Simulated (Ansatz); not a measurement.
Method: PBE (plane waves to 420 eV, PAW; Ansatz, a program for electronic structure).

Planar average of the electrostatic potential across the slab, in eV from the Fermi level, for CO on the 1x1 (0001) surface of hcp Ru, one in a 2x2 cell, started at the site 'bridge Ru-Ru (span 2.7 Å)':

```csv
z (Å),V (eV)
5.10,5.00
5.38,5.00
5.67,4.99
5.95,4.99
6.23,4.98
6.52,4.97
6.80,4.94
7.08,4.89
7.37,4.77
7.65,4.53
7.93,4.05
8.22,3.07
8.50,1.07
8.78,-3.66
9.07,-13.83
9.35,-24.29
9.63,-27.89
9.92,-22.09
10.20,-11.17
10.48,-3.35
10.77,-3.27
11.05,-10.88
11.33,-21.95
11.62,-28.20
11.90,-25.23
12.18,-15.09
12.47,-5.05
12.75,-1.85
13.03,-5.28
13.32,-15.46
13.60,-25.46
13.88,-28.08
14.17,-21.49
14.45,-10.34
14.73,-2.88
15.02,-2.77
15.30,-9.99
15.58,-21.05
15.87,-27.74
16.15,-25.23
16.43,-15.39
16.72,-5.36
17.00,-1.52
17.28,-0.57
17.57,0.98
17.85,2.89
18.13,3.02
18.42,2.67
18.70,3.19
18.98,4.51
19.27,5.74
19.55,6.02
19.83,6.12
20.12,6.15
20.40,6.16
20.68,6.16
20.97,6.16
21.25,6.16
21.53,6.16
21.82,6.16
22.10,6.16
22.38,6.16
22.67,6.16
22.95,6.16
```

Model: 18-atom slab, 6.3 Å thick at the start under the adsorbate (thin: gaps and levels are the slab's own), 6x6x1 mesh, Fermi-Dirac 0.1 eV, dipole correction, 8 atoms held, the rest relaxed; symmetry of the start imposed; no spin, no spin-orbit, no U, no dispersion correction. At the end it is bonded to 3 Ru. In PBE it is, or lies within 0.03 eV of, the lowest of the starts that converged.

The surface cell has an area of 25.66 Å². What dipole along the normal does the step between the two vacuum levels imply?

the top vacuum level lies 1.16 eV above the bottom one; p = −ε₀ A ΔV (ε₀ = 0.005526 e/(V·Å)) gives -0.17 e·Å a cell.
